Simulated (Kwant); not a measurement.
Device: quantum point contact (saddle potential) in a CdTe two-dimensional gas. Effective mass 0.096 mₑ, grid spacing 7.5 nm, hard walls, nominal width 150 nm (19 grid rows, so walls 150 nm apart), one parabolic valley, scattering region 450 nm long along x; energies count from the band bottom; Fermi energy 0.000938 eV. Potential (V0 + ½k y²) cos²(πx/L) for |x| < L/2, with V0 swept from 0.0009849 to 0 eV, k = 1.6e-06 eV/nm², L = 190 nm.

The device is made up for the run: typed textbook-type constants, with dimensions and the other settings drawn at random.

Kwant, effective-mass tight-binding model on a square grid, one spin, coherent transport at 0 K. Conductance is in e²/h.

Sweep values stay those of the base run.

Base results: G (e²/h) at V0 = 0.2569 meV 0.84; G (e²/h) at V0 = 0.4996 meV 0.21; mean G (e²/h) over the sweep 0.40; G (e²/h) at V0 = 0.7422 meV 0.027.

Q: What follows from this one change: curvature of the confinement 1.6e-06 → 1.4e-06 eV/nm²?

A: G at V0 = 0.2569 meV 0.84 → 0.90 e²/h; G at V0 = 0.4996 meV 0.21 → 0.28 e²/h; mean G over the sweep 0.40 → 0.44 e²/h; G at V0 = 0.7422 meV 0.027 → 0.038 e²/h.

Q: What follows from this one change: effective mass 0.096 → 0.12 mₑ?

A: G at V0 = 0.2569 meV 0.84 → 0.95 e²/h; G at V0 = 0.4996 meV 0.21 → 0.33 e²/h; mean G over the sweep 0.40 → 0.47 e²/h; G at V0 = 0.7422 meV little changed (0.034 e²/h).

Q: What follows from this one change: magnetic field 0 → 0.11 T?

A: G at V0 = 0.2569 meV little changed (0.84 e²/h); G at V0 = 0.4996 meV 0.21 → 0.20 e²/h; mean G over the sweep little changed (0.40 e²/h); G at V0 = 0.7422 meV little changed (0.026 e²/h).
